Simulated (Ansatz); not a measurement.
An Ansatz (a first-principles code) run: Pb with a change (biaxial strain +1.17 %, plane normal [111], relaxed out of plane); Ansatz PBEsol, no spin-orbit coupling.

Input:

Ansatz 0.2 input:
```yaml
crystal:
  lattice:
    - [3.5297882272, 0, 0]
    - [1.7648941136, 3.0568862747, 0]
    - [1.7648941136, -1.0189620916, 2.8320648095]
  atoms:
    - { symbol: Pb, position: [0, 0, 0] }
basis: { ecutwfc: 420, ecutrho_ratio: 4, xc_grid: 2, fft_grid_basis: typed }
kpoints: { mp_grid: { grid: [23, 23, 23] } }
hamiltonian:
  xc: pbesol
  dispersion: none
  pseudopotentials: { kind: paw }
scf: { occupations: { method: fermi_dirac, width: 0.1 } }
relax: { f_tol: 0.005, max_steps: 50, cell: { stress_tol: 0.01, fix: [a, b, gamma] } }
output: { forces: true, stress: true }
checkpoint: { write: state.ck, write_every: 1000 }
```

Output (explanatory and most iteration lines left out):

```
Relaxation: its limit of steps is 50 (relax.max_steps)
Pseudopotential: Pb, paw, valence charge 14
Crystal: 1 atoms, lattice volume = 30.558 Å³
Basis set: ecut = 420 eV, 603 PW (Γ), exchange–correlation on 48×48×48 points (8 copies of the dense FFT grid, shifted against one another)
Bands: 11, of which v1, the nominal top of the filled ones, is band 7 counted from 1 (6 counted from 0)
Symmetry: 12 space group operations
Space group: R-3m (ITA 166), of the structure as read, at distance tolerance 3.1e-5 Å
k-points: 1156 of 12167
Functional: x = pbesol(κ = 0.804, μ = 0.12345679012345678), c = pbesol(β = 0.046)
SCF iter   1: F=—  HF=-11754.951866 eV  |F-HF|=—  |Δ(HF+E_count)|=         —  Δρ=1.95e-3  dr2=8.60e-4  ethr=1.77e-3  ⟨swp⟩=5.6  Hψ=84210  notcnv=0
SCF iter   2: F=—  HF=-11754.951197 eV  |F-HF|=—  |Δ(HF+E_count)|=   6.69e-4  Δρ=1.16e-3  dr2=3.41e-4  ethr=6.14e-6  ⟨swp⟩=2.5  Hψ=28934  notcnv=0
SCF 1 converged in 6 iterations: F = -11754.951060 eV  dr2 = 1.08e-9
relax step   1: F+E_penalty+E_count = -11754.95105983 eV  Δ(F+E_penalty+E_count) = +0.000e0 eV  max|allowed force component| = 0.000e0 eV/Å  Δτ_max = 0.0000 Å  P = -0.780 GPa  Ω = 30.558 Å³  fix = [a, b, gamma]  reactions: a -0.993, b -0.993 GPa  (6 SCF iters, dr2 threshold 1.00e-7 eV, accepted)
[... steps on the carried basis left out ...]
relax step   3: F+E_penalty+E_count = -11754.95124580 eV  Δ(F+E_penalty+E_count) = -2.408e-5 eV  max|allowed force component| = 0.000e0 eV/Å  Δτ_max = 0.0000 Å  P = -0.551 GPa  Ω = 30.407 Å³  energy of the carried Pulay correction = +1.844e-5 eV  fix = [a, b, gamma]  reactions: a -0.828, b -0.828 GPa  (3 SCF iters, dr2 threshold 3.41e-8 eV, accepted)
Crystal: 1 atoms, lattice volume = 30.407 Å³
SCF iter   1: F=—  HF=-11754.951226 eV  |F-HF|=—  |Δ(HF+E_count)|=         —  Δρ=9.80e-6  dr2=7.33e-9  ethr=9.97e-8  ⟨swp⟩=3.5  Hψ=121860  notcnv=0
SCF iter   2: F=—  HF=-11754.951227 eV  |F-HF|=—  |Δ(HF+E_count)|=   1.15e-6  Δρ=4.69e-6  dr2=1.66e-9  ethr=5.24e-11  ⟨swp⟩=2.4  Hψ=20082  notcnv=0
SCF 4 converged in 5 iterations: F = -11754.951227 eV  dr2 = 6.18e-14
SCF converged after 5 iterations
Free energy (F): -11754.951227 eV
Internal energy: -11754.934588 eV  (E = F + TS)
E sigma→0 (E₀):  -11754.942908 eV
Entropy (-TS):   -0.016639 eV (-16.639 meV/atom)
Fermi energy:    10.770512 eV
--- Forces (eV/Å), atoms counted from 1 ---
  atom   1  Pb     0.00000000     0.00000000     0.00000000
--- Stress (GPa, compression-positive) ---
       -0.827926      -0.000000       0.000000
        0.000000      -0.827926      -0.000000
       -0.000000      -0.000000       0.001223
  P = ⅓ Tr σ = -0.5515 GPa (-5.515 kbar)
--- Relaxed structure (3 steps of the walk, 3 accepted, 1 SCFs on fresh bases) ---
  cell:  # Å, volume = 30.4069 Å³
    - [3.5297882271801173, 1.160134922375596e-41, 2.0294679907693347e-33]
    - [1.7648941135900587, 3.0568862747172187, 1.7989644257145387e-11]
    - [1.7648941135900587, -1.0189620915889903, 2.818019492487428]
  atoms:
    - { symbol: Pb, position: [0.0, 0.0, 0.0] }
```

Whether these cells are dynamically stable was not tested. The cell was made from Pb in the fcc (Cu type) structure (space group Fm-3m, No. 225) by this change: biaxial strain +1.17 %, plane normal [111], relaxed out of plane.
